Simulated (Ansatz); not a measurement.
**CdTe, response to strain**

The parent structure is CdTe in the zinc blende structure (space group F-43m, No. 216; a = 6.5578 Å). Axes: x, y, z lie along the cube axes.

Strains are applied to the cell and any free atomic positions relax; under biaxial strain the out-of-plane vector relaxes too.

Method: r2SCAN (Ansatz, a first-principles code), no SOC.

| biaxial strain, plane normal [001], relaxed out of plane (%) | out-of-plane strain (%) |
|---|---|
| 0 | 0.00 |
| 0.5 | -0.68 |
| 1 | -1.36 |
| 1.5 | -2.05 |
| 2 | -2.74 |
| 2.5 | ? |
| 3 | -4.17 |

Fit ε⊥ = −νε + γε² (strains in %) to the rows shown and predict the withheld row.

Least squares on the printed values gives ν = 1.34 (the biaxial Poisson response) and γ = -0.016 (largest residual 0.01 %); this predicts -3.45 %, and the run gives -3.45 %, in agreement.

Whether these cells are dynamically stable was not tested.
